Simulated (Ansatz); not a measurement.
## What Be → Li does to Be

Start from Be in the hcp (Mg type) structure (space group P6_3/mmc, No. 194; a = 2.263 Å, c = 3.563 Å).

Modification: every Be is replaced by Li; the structure is relaxed again.

All numbers come from plane-wave PAW DFT at the r2SCAN level (Ansatz, an electronic-structure program, 500 eV), no spin-orbit coupling, earlier PAW set. k-mesh 17×17×9 (Γ-centred); smearing 0.05 eV (Fermi–Dirac), for the changed cell.

```csv
quantity,base,changed,shift
volume per atom,7.90 Å³,20.98 Å³,+13.08 Å³
density,1.89 g/cm³,0.55 g/cm³,-1.34 g/cm³
lattice parameter a,2.263 Å,3.097 Å,+0.834 Å
c/a ratio,1.574,1.631,+0.0561
space group,P6_3/mmc (No. 194),P6_3/mmc (No. 194),–
shortest interatomic distance,2.209 Å,3.094 Å,+0.885 Å
band gap,zero,zero,–
```

No phonon test of stability was made. This is not the structure that Li has at room temperature and ambient pressure.
